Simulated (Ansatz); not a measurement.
The parent structure is GaN in the rock salt structure (space group Fm-3m, No. 225; a = 4.2195 Å; a model cell). Axes: x, y, z lie along the cube axes.

Computed with PBEsol (Ansatz, a program for electronic structure; PAW; 420 eV plane waves; no SOC).

A first run, uniaxial strain ε_xx = −1.13 %, gives secant values C11 ≈ 380 GPa and C12 ≈ 170 GPa from its stress. A second run applies uniaxial stress, 8 GPa compression along x.

Task: What does linear elasticity predict for Young's modulus in the second run, and what does the run give?

Result: Linear elasticity: (C11 − C12)(C11 + 2 C12)/(C11 + C12) = 270 GPa. The run gives 290 GPa; any difference comes from nonlinear terms at these strains and numerical noise.

Beyond what the load breaks, stability against distortions was not tested. The base started in Pnma and relaxed to Fm-3m at this level. This is not the structure that GaN has at room temperature and ambient pressure.
